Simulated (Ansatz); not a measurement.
Base system: Ir in the fcc (Cu type) structure (space group Fm-3m, No. 225; relaxed with 0.1 eV smearing).

```xyz
1
Lattice="0.0000 1.9225 1.9225 1.9225 0.0000 1.9225 1.9225 1.9225 0.0000" Properties=species:S:1:pos:R:3 pbc="T T T"
Ir     0.0000     0.0000     0.0000
```

Cartesian axes are those of the cell as printed.

Level of theory: r2SCAN (Ansatz, a first-principles code, PAW, no spin-orbit coupling).

For the base:

The pressure is 0.0 GPa.

It is then changed as follows: biaxial strain −2.00 %, plane normal [001], relaxed out of plane (Cartesian); in-plane vectors clamped, the third vector and the atoms free.

**Question.** What does the calculation give for the pressure and ratio −ε⊥/ε∥ after the change?

**Answer.** The pressure (mean of the normal stresses, compression positive) goes from zero to 10.1 GPa; the ratio −ε⊥/ε∥ comes out as 0.81.

Whether these cells are dynamically stable was not tested. All final runs are without spin polarisation.
